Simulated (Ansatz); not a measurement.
Input:

```yaml
crystal:
  lattice:
    - [4.22906, 0.00000, 0.00000]
    - [2.11453, 3.66247, 0.00000]
    - [2.11453, -1.22082, 3.38607]
  atoms:
    - { symbol: In, position: [0.00211, 0.99895, 0.99684] }
    - { symbol: P, position: [0.49789, 0.25105, 0.75316] }
```

No spin polarisation.

Method: Kohn–Sham DFT with the r2SCAN functional, run in Ansatz (a quantum-chemistry and plane-wave program) with PAW and 500 eV plane waves, spin-orbit coupling left out. Settings: 10×10×10 k-points, 0.05 eV Fermi–Dirac smearing.

Question: Predict the electron mass.

Answer: 0.067 mₑ (at Γ).

Question: Estimate the valence-band top at Γ (three highest levels, from the VBM).

Answer: 0.00, -0.12, -0.12 eV.

Question: What is the computed band gap?

Answer: 0.84 eV.

Question: What is the computed mean in-plane stress (compression positive)?

Answer: -1.7 GPa.

The cells carry an imposed strain or load. Masses are band curvatures over ±0.01 Å⁻¹ around the edge. Whether these cells are dynamically stable was not tested. The cell was made from InP in the zinc blende structure (space group F-43m, No. 216) by this change: biaxial strain +1.25 %, plane normal [111], relaxed out of plane.
